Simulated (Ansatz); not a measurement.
Pressure series in SiC

Take SiC in the wurtzite structure (space group P6_3mc, No. 186; a = 3.092 Å, c = 5.074 Å) as the base.

Cell and atoms are relaxed at each pressure.

Computed with Ansatz (a quantum-chemistry and plane-wave program), PBE, PAW, cutoff 420 eV, spin-orbit coupling left out.

Candidates:
(a) pressure 22.5 GPa
(b) pressure 4.5 GPa
(c) pressure 30 GPa
(d) pressure 9 GPa
(e) pressure 2.1 GPa

Before the change:

The smallest direct gap is 3.94 eV.

Order them by smallest direct gap, lowest first.

(e) pressure 2.1 GPa (3.96 eV), (b) pressure 4.5 GPa (3.98 eV), (d) pressure 9 GPa (4.02 eV), (a) pressure 22.5 GPa (4.11 eV), (c) pressure 30 GPa (4.16 eV)

Load acts through the strain it causes; cell and atoms are relaxed under it. No phonon test of stability was made. Competing high-pressure phases were not computed.
